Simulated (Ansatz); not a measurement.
The reference is CaSnS$_{3}$ (space group R-3, No. 148; a cell from a computed database, its experimental status unchecked).

```
CELL_PARAMETERS angstrom
      3.32777     1.92129     6.13634
     -3.32777     1.92129     6.13634
      0.00000    -3.84258     6.13634
ATOMIC_POSITIONS crystal
  Ca 0.35819 0.35819 0.35819
  Ca 0.64181 0.64181 0.64181
  Sn 0.15708 0.15708 0.15708
  Sn 0.84292 0.84292 0.84292
  S  0.21471 0.56088 0.96349
  S  0.78529 0.43912 0.03651
  S  0.96349 0.21471 0.56088
  S  0.03651 0.78529 0.43912
  S  0.56088 0.96349 0.21471
  S  0.43912 0.03651 0.78529
```

Cartesian axes are those of the cell as printed.

Calculations: PBEsol in Ansatz (plane waves to 420 eV, PAW, no spin-orbit coupling).

Strains are applied to the cell and any free atomic positions relax; under biaxial strain the out-of-plane vector relaxes too.

One change was made to it. Results:

The shortest interatomic distance decreases by 0.019 Å (2.546 Å → 2.527 Å); the energy grows by 5.0 meV/atom; the pressure (mean of the normal stresses, compression positive) goes from zero to 1.34 GPa.

Question: Which of these changes matches the shifts?
A) isotropic strain −2.15 %
B) biaxial strain +1.93 %, plane normal [001], relaxed out of plane
C) biaxial strain −1.69 %, plane normal [001], relaxed out of plane
D) uniaxial strain ε_zz = +2.99 %

Answer: C, biaxial strain −1.69 %, plane normal [001], relaxed out of plane. For comparison, the pressure in the other runs: isotropic strain −2.15 % gives 4.70 GPa; biaxial strain +1.93 %, plane normal [001], relaxed out of plane gives -1.46 GPa; uniaxial strain ε_zz = +2.99 % gives -1.51 GPa.

No phonon test of stability was made.

Ansatz is a program for electronic structure.
